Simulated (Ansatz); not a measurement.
A periodic model of amorphous silicon oxide (Si24O47):

```xyz
71
Lattice="10.4031 -0.3178 -0.0345 -0.3178 10.0620 0.1151 -0.0345 0.1151 10.4090" Properties=species:S:1:pos:R:3 pbc="T T T"
Si     3.9466     0.6692     3.0002
Si     5.7369     6.2467     1.2135
Si     3.2060     8.8358     5.5649
Si     4.9443     4.0101    10.0535
Si     7.3598     5.3193     3.3983
Si     2.8504     6.0736     5.5291
Si     0.2955     1.7401     5.5652
Si     9.8118     3.9723     2.0366
Si     6.2569     2.4095     3.5574
Si     7.4426     4.3150     8.0255
Si     8.4963     1.2148     2.0403
Si     7.1159     8.2489     9.9955
Si     9.8074     9.7222     0.1265
Si     7.6170     1.6226     6.2608
Si     7.8748     6.7654     6.1529
Si     4.8290     8.9282     1.0892
Si    -0.0945     4.4016     9.3534
Si     6.0135     8.9987     7.1341
Si     0.3310     7.7591     5.5751
Si     2.6107     4.8888     8.2789
Si     1.1940     4.5782     4.4575
Si     9.9824     9.4964     3.3167
Si     3.4954     1.1266     0.1548
Si     1.5533     2.1646     8.2171
O      8.8957     0.8016     0.5441
O      9.4589     7.1795     6.5156
O      6.8597     6.5837     0.0786
O      8.7488    -0.0004     3.1377
O      0.6844     4.8212     2.9767
O      0.0378     9.5997     1.8221
O      4.5159     2.4874    10.4007
O      8.0069     6.0043     4.7203
O      6.1980     4.0145     9.0191
O      7.2278     5.7192     7.2159
O      1.0758     6.1684     5.3023
O      2.3803     1.3943     9.3720
O      2.9692     1.1014     1.7371
O      9.1676     1.2332     5.9952
O      8.6843     8.5683     9.9899
O      6.9009     0.4562     7.1305
O      3.5498     7.3547     4.8589
O     -0.1829     8.3826     4.1805
O      4.4174     9.0760     6.6389
O      6.3615     6.3971     2.7160
O      1.6725     8.5028     6.1865
O      2.5235     3.3889     7.6570
O      8.8485     4.5230     8.8047
O      6.8318     1.6439     4.8560
O      0.6622     0.8584     4.2490
O      4.6699     2.0559     3.4625
O      0.2169     2.8900     8.8225
O      4.4911     7.3171     1.1118
O      6.9851     1.8334     2.2132
O      9.4914     2.4659     2.5188
O      6.9009     8.0780     6.0813
O      7.5410     3.0687     6.9888
O      1.2237     1.3182     6.8537
O      6.3848     9.1030     0.6739
O      5.3291     4.6766     1.0320
O     -0.0648     4.3956     0.5572
O      3.3305    -0.0388     4.3605
O      3.7096     4.9044     9.4548
O      8.5566     4.9536     2.3497
O      6.2322     8.3517     8.5985
O      6.5015     3.9978     3.7976
O      3.8517     9.8525    10.4398
O      2.8299     4.6952     4.6459
O      3.1491     5.9055     7.0940
O      1.1258     5.3634     8.7835
O      4.6503     9.5826     2.5727
O      0.5269     3.3692     5.2579
```

These are PBE, scalar-relativistic without spin-orbit coupling (plane waves to 420 eV, PAW; Ansatz, an electronic-structure program) values and carry that method's errors. The usual formal charges leave 2 electrons over, so the level spacing at the Fermi energy parts defect or band states and needn't be the band gap.

It comes from a melt-quench run on a machine-learned potential (CHGNet), relaxed afterwards by DFT. O atoms were pushed apart under 1.9 Å during the dynamics, to hinder bonds among them. The hot cell started wider than the set density and was brought back towards it in steps. It is the lowest in DFT energy of 2 quenches. It is a model cell: composition and starting density were chosen by hand, and all elements were melted together. No dispersion term was used. Its density started from a set value of 2.19 and ended at 2.18 g/cm³. The quench (nominally 88 K/ps over its main leg) was far faster than any real one, so the model tends to hold more defects than a real film. Values belong to this one cell and scatter from quench to quench. Volume and shape were free in the relaxation. On a 2×2×2 Γ-centred mesh force components of up to 0.17 eV/Å stay, since the relaxation ran on the zone centre alone.

Neighbours within Si-Si 2.60 Å, Si-O 1.98 Å, O-O 1.58 Å count as bonded. Two cations that share two anions don't count as bonded, nor two that share one unless they lie closer than Si-Si 2.38 Å.

Question: Give the coordination numbers, mean bond lengths and angles.

Answer: 
```yaml
Mean coordination of Si by anions: 3.96 (1 with 3, 23 with 4)
Mean coordination of O: 2.02 (46 with 2, 1 with 3)
Mean Si-O bond: 1.643 Å (spread 0.043 Å, 95 counted)
Bond angle at Si: mean 109.2°, spread 5.2°
Bond angle at O: mean 136.6°, spread 16.3°
```

Question: Which atoms depart from the most common coordination of their element?

Answer: Si13 has 3 (O39 1.76 Å, O25 1.76 Å, O30 1.83 Å); O35 has 3 (Si19 1.78 Å, Si6 1.79 Å, Si21 1.80 Å).

Question: List the pairs of like atoms that count as bonded by the rules above.

Answer: There are none by these rules.

Question: What Bader charges do the atoms carry, from a run on the zone centre alone?

Answer: Means (range): Si +3.22 e (+1.84 to +3.31), O -1.64 e (-1.67 to -1.61).
```csv
atom,charge (e)
Si1,+3.27
Si2,+3.27
Si3,+3.27
Si4,+3.29
Si5,+3.29
Si6,+3.24
Si7,+3.28
Si8,+3.29
Si9,+3.29
Si10,+3.31
Si11,+3.26
Si12,+3.26
Si13,+1.84
Si14,+3.31
Si15,+3.28
Si16,+3.27
Si17,+3.29
Si18,+3.29
Si19,+3.25
Si20,+3.28
Si21,+3.25
Si22,+3.24
Si23,+3.28
Si24,+3.28
O25,-1.64
O26,-1.63
O27,-1.64
O28,-1.64
O29,-1.63
O30,-1.63
O31,-1.65
O32,-1.65
O33,-1.65
O34,-1.64
O35,-1.67
O36,-1.67
O37,-1.63
O38,-1.65
O39,-1.65
O40,-1.64
O41,-1.62
O42,-1.64
O43,-1.63
O44,-1.64
O45,-1.62
O46,-1.65
O47,-1.65
O48,-1.66
O49,-1.64
O50,-1.64
O51,-1.66
O52,-1.63
O53,-1.64
O54,-1.66
O55,-1.64
O56,-1.66
O57,-1.64
O58,-1.64
O59,-1.64
O60,-1.65
O61,-1.63
O62,-1.65
O63,-1.65
O64,-1.65
O65,-1.65
O66,-1.64
O67,-1.61
O68,-1.63
O69,-1.64
O70,-1.64
O71,-1.65
```
